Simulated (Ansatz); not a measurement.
The starting structures come from a database of crystals and need not be the phases stable at ambient conditions.

Tunnelling through a barrier is set by its complex band structure: the current falls as exp(−2κd) with the smallest κ.

Data:

```xyz
4
Lattice="5.2500 0.0000 0.0000 0.0000 7.5904 0.0000 0.0000 3.7952 2.1912" Properties=species:S:1:pos:R:3 pbc="T T T"
Ba     4.7302     5.0603     0.0000
Al     1.8829     0.0000     0.0000
Ge     2.3481     2.5301     0.0000
H      0.1423     0.0000     0.0000
```

The cell is taken as given; by r2SCAN it stands under a pressure of -0.9 GPa.

Transport runs along the normal of the first two printed cell vectors, the (110) plane of the conventional cell.

The gap is the functional's own. No spin-orbit coupling. Mid-gap values are those at the computed energy nearest the middle.

### Question
Estimate the band gap and the smallest decay constant κ at mid-gap that r2SCAN (Ansatz, a quantum-chemistry and plane-wave program) returns for this system.

### Answer
Gap 1.07 eV on a 6×14×14 mesh; κ = 0.097 1/Å, at (0.500, 0.000) of the in-plane reciprocal vectors. At the zone centre the slowest state has κ = 0.12 1/Å.
